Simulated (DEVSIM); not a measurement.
Device: Al/Al2O3/n-Si capacitor, at 300 K.

Layer 1 from the left is Al2O3, thickness (nm) 14.0. Layer 2 from the left is Si, thickness (nm) 7900, Nd (cm⁻³) 2.6e14.

Metal gate on the left, work function 4.1 eV. Fixed charge at the semiconductor interface 0 cm⁻² (in units of +e); no interface traps.

The device is made up for the run: typed textbook-type constants, with dimensions and the other settings drawn at random. Values at 300 K.

Al2O3: gap (eV) 6.8, affinity (eV) 1.35, permittivity 9. Si: gap (eV) 1.124, affinity (eV) 4.05, permittivity 11.7, Nc (cm⁻³) 2.86e19, Nv (cm⁻³) 3.1e19.

Question: Estimate by hand the flat-band voltage, the threshold voltage, and compare with a numerical solution.

Answer: 
- Flat-band voltage: C = 0.569 μF/cm², work-function difference -0.250 V; VFB = φms − qNf/C = -0.25 V; numerical -0.25 V.
- Threshold voltage: φF = 0.261 V, depletion charge √(4εqNφF) = 6.71e-9 C/cm²; VT = VFB − 2φF − Qd/C = -0.78 V; numerical -0.78 V.

DEVSIM, 1D Poisson equation in equilibrium, Boltzmann statistics, complete ionisation; no quantum confinement or tunnelling. Metal contacts follow the ideal Schottky-Mott rule: no Fermi-level pinning, no interface dipoles.
